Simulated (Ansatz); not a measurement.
**Effect of uniaxial strain ε_zz = +1.00 % on HgS**

Start from HgS in the zinc blende structure (space group F-43m, No. 216; a = 5.812 Å). Axes: x, y, z lie along the cube axes.

The change: the cell is stretched by 1.00 % along z with no lateral relaxation; the atoms relax in the strained cell.

All numbers come from LDA in Ansatz (plane waves to 420 eV, PAW, no spin-orbit coupling). Γ-centred 10×10×10 mesh, Fermi–Dirac width 0.05 eV.

```csv
quantity,base,changed,shift
volume per atom,24.54 Å³,24.79 Å³,+0.25 Å³
space group,F-43m (No. 216),I-4m2 (No. 119),–
shortest interatomic distance,2.517 Å,2.525 Å,+0.008 Å
energy relative to the base (free energy F),0 meV/atom,+0.6 meV/atom,+0.6 meV/atom
"pressure (mean of the normal stresses, compression positive)",0.0 GPa,-0.7 GPa,-0.7 GPa
band gap,zero,zero,–
"stress (xx, yy, zz, yz, xz, xy; compression positive) (rough)",–,"(-0.6, -0.6, -0.8, 0.0, 0.0, 0.0) GPa",–
```

Final structure:

```
HgS
1.0
    0.00000     2.90597     2.93503
    2.90597     0.00000     2.93503
    2.90597     2.90597     0.00000
Hg S
1 1
Direct
  0.00000   0.00000   0.00000
  0.25000   0.25000   0.25000
```

The mesh was chosen for an insulator and is coarse for the gapless case. Without a gap, meshes like the base's 10×10×10 leave anisotropic stresses uncertain by several tenths of a GPa, and small strain energies with them. With Hg present, leaving out spin-orbit coupling can change the band edges. Stability against distortions was not tested. All final runs are without spin polarisation. The zero or small gap of HgS can change with the level of theory.

Ansatz is a quantum-chemistry and plane-wave program.
